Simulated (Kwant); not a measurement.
Kwant, Hückel tight-binding model, one pz orbital an atom, one spin, coherent transport at 0 K. Conductance is in e²/h.

Device: π system c1ccc2[nH]ccc2c1 between two chain leads. The π system is taken as planar. Atoms are numbered from 0 in the order of the SMILES. Site energies (eV, carbon 0): [0.0, 0.0, 0.0, 0.0, -4.05, 0.0, 0.0, 0.0, 0.0]. Bonds (i, j, β in eV): (0,1,-2.7) (1,2,-2.7) (2,3,-2.7) (3,4,-2.16) (4,5,-2.16) (5,6,-2.7) (6,7,-2.7) (7,8,-2.7) (8,0,-2.7) (7,3,-2.7). Leads: chains of hopping −4.1 eV, joined by −0.81 eV to atoms 1 and 5.

Site energies and bond integrals are typed Hückel values.

Sweep values stay those of the base run.

One input was changed, with this effect: transmission at E = 0 0.0025 → 7.9e-5.

Which change was it?
A) contacts moved from atoms [1, 5] to [2, 6]
B) contacts moved from atoms [1, 5] to [2, 8]
C) contacts moved from atoms [1, 5] to [1, 2]
D) contacts moved from atoms [1, 5] to [0, 2]
E) contacts moved from atoms [1, 5] to [0, 1]
F) contacts moved from atoms [1, 5] to [0, 6]

D, contacts moved from atoms [1, 5] to [0, 2]
